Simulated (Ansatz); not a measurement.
# TiAl under a change: isotropic strain +1.00 %

Take TiAl (space group P4/mmm, No. 123; a = 2.7662 Å, c = 4.0021 Å; relaxed with 0.1 eV smearing) as the base.

It is then changed as follows: the cell is scaled by 1.0100 in all directions; the atoms relax in the strained cell.

Method: LDA (Ansatz, a quantum-chemistry and plane-wave program, PAW, no spin-orbit coupling). k-mesh 21×21×15 (Γ-centred); smearing 0.1 eV (Fermi–Dirac).

```csv
quantity,base,changed,shift
volume per atom,15.31 Å³,15.78 Å³,+0.464 Å³
space group,P4/mmm (No. 123),P4/mmm (No. 123),–
shortest interatomic distance,2.766 Å,2.794 Å,+0.028 Å
energy relative to the base (free energy F),0 meV/atom,+5.3 meV/atom,+5.3 meV/atom
"pressure (mean of the normal stresses, compression positive)",0.0 GPa,-3.6 GPa,-3.6 GPa
band gap,zero,zero,–
```

Final structure:

```
CELL_PARAMETERS angstrom
      2.79383     0.00000     0.00000
      0.00000     2.79383     0.00000
      0.00000     0.00000     4.04212
ATOMIC_POSITIONS crystal
  Ti 0.00000 0.00000 0.00000
  Al 0.50000 0.50000 0.50000
```

Cost of the whole job for the changed cell (relaxation, final SCF and bands): about 23 core-seconds (a rough figure).

Stability against distortions was not tested. The final runs are not spin-polarised.
